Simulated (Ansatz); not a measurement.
Density of states of Ba2CaMoO6 (Fm-3m) above the conduction band minimum, PBEsol, rigid bands in Ansatz (a quantum-chemistry and plane-wave program); cell volume 144.8 Å³.

```json
[
 {"energy from edge (eV)": "0.006", "10⁻³ states/eV/cell": "222"},
 {"energy from edge (eV)": "0.031", "10⁻³ states/eV/cell": "530"},
 {"energy from edge (eV)": "0.056", "10⁻³ states/eV/cell": "739"},
 {"energy from edge (eV)": "0.081", "10⁻³ states/eV/cell": "917"},
 {"energy from edge (eV)": "0.106", "10⁻³ states/eV/cell": "1080"},
 {"energy from edge (eV)": "0.131", "10⁻³ states/eV/cell": "1240"},
 {"energy from edge (eV)": "0.156", "10⁻³ states/eV/cell": "1400"},
 {"energy from edge (eV)": "0.181", "10⁻³ states/eV/cell": "1570"},
 {"energy from edge (eV)": "0.206", "10⁻³ states/eV/cell": "1750"},
 {"energy from edge (eV)": "0.231", "10⁻³ states/eV/cell": "1920"},
 {"energy from edge (eV)": "0.256", "10⁻³ states/eV/cell": "2120"},
 {"energy from edge (eV)": "0.281", "10⁻³ states/eV/cell": "2330"},
 {"energy from edge (eV)": "0.319", "10⁻³ states/eV/cell": "2750"},
 {"energy from edge (eV)": "0.344", "10⁻³ states/eV/cell": "3040"},
 {"energy from edge (eV)": "0.369", "10⁻³ states/eV/cell": "3500"},
 {"energy from edge (eV)": "0.394", "10⁻³ states/eV/cell": "4160"},
 {"energy from edge (eV)": "0.419", "10⁻³ states/eV/cell": "4190"},
 {"energy from edge (eV)": "0.444", "10⁻³ states/eV/cell": "4290"},
 {"energy from edge (eV)": "0.469", "10⁻³ states/eV/cell": "4460"},
 {"energy from edge (eV)": "0.494", "10⁻³ states/eV/cell": "4600"},
 {"energy from edge (eV)": "0.519", "10⁻³ states/eV/cell": "4820"},
 {"energy from edge (eV)": "0.544", "10⁻³ states/eV/cell": "5060"},
 {"energy from edge (eV)": "0.569", "10⁻³ states/eV/cell": "5340"},
 {"energy from edge (eV)": "0.594", "10⁻³ states/eV/cell": "5660"}
]
```

What effective density of states at 300 K does this give (∫ g(E) exp(−E/k_BT) dE, both spins, divided by the cell's size)?

7.8e19 cm⁻³, a density-of-states mass of 2.1 mₑ, valleys and band degeneracy included.

Spin-orbit coupling is left out. Geometry: cell and atoms relaxed with PBEsol.

Formula and space group known from diffraction (Crystallography Open Database), not checked to be the room-temperature form: Ba2CaMoO6 (Fm-3m).
